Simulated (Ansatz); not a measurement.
Base system: AlN in the wurtzite structure (space group P6_3mc, No. 186; a = 3.114 Å, c = 4.983 Å). Axes: x lies along a and z along c of the hexagonal cell.

Calculations: Ansatz (a quantum-chemistry and plane-wave program) PBEsol, scalar-relativistic without spin-orbit coupling.

Base values:

```
Quantity                               Value
---------------------  ---------------------
Valence-band top at Γ  0.00, -0.22, -0.22 eV
```

Modification: a pure shear with ε_xz = ε_zx = 0.0200; the atoms relax in the strained cell.

Problem. Estimate the effect on the stress and valence-band top at Γ.

Solution. The stress (xx, yy, zz, yz, xz, xy; compression positive) comes out as (-0.26, 0.07, 0.27, 0.00, -4.43, 0.00) GPa; the valence-band top at Γ (three highest levels, from the VBM) goes from 0.00, -0.22, -0.22 eV to 0.00, -0.28, -0.34 eV.

The levels and masses belong to the bands next to the band gap. Whether these cells are dynamically stable was not tested.
